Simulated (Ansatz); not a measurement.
The reference is ZnGeP$_{2}$ in the chalcopyrite structure (space group I-42d, No. 122; a = 5.3740 Å, c = 10.6255 Å).

Level of theory: LDA, PAW, 420 eV (Ansatz, a quantum-chemistry and plane-wave program; scalar-relativistic without spin-orbit coupling).

Base values:

| Item | Result |
|---|---|
| Shortest interatomic distance | 4.378 bohr |
| Width of the top valence band | 1.56 eV |
| Density | 4.33 g/cm³ |

Modification: hydrostatic tension (pressure −2 GPa).

Problem. Estimate the effect on the shortest interatomic distance, width of the top valence band, density and mean gap deformation potential ΔEg/Δln V.

Solution. The shortest interatomic distance increases by 0.032 bohr (4.378 bohr → 4.410 bohr); the width of the top valence band decreases by 0.057 eV to 1.51 eV; the density falls by 0.10 g/cm³, from 4.33 g/cm³ to 4.23 g/cm³; the mean gap deformation potential ΔEg/Δln V amounts to +1.4 eV.

Load acts through the strain it causes; cell and atoms are relaxed under it. Whether these cells are dynamically stable was not tested.
